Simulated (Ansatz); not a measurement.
The starting structures come from a database of crystals and need not be the phases stable at ambient conditions.

By PBEsol, the system below comes out a metal.

The ballistic (Sharvin) conductance counts the channels at the Fermi level: G/A = (e²/h) × channels of both spins per area.

```
CELL_PARAMETERS angstrom
      3.22513     0.00000     0.00000
      0.00000     3.22513     0.00000
      0.00000     0.00000     3.22513
ATOMIC_POSITIONS crystal
  Hf 0.00000 0.00000 0.00000
  Ru 0.50000 0.50000 0.50000
```

Space group of this cell: Pm-3m, CsCl type. The cell is taken as given; by PBEsol its mean pressure is -3.2 GPa.

The current flows along the normal of the first two printed cell vectors, the (001) plane of the conventional cell. No spin-orbit coupling; the value is a mean over 0.1 eV about the Fermi level.

Problem. State the ballistic conductance per area according to PBEsol run with Ansatz (a quantum-chemistry and plane-wave program).

Solution. 0.37 × 10¹⁵ S/m² for both spins.
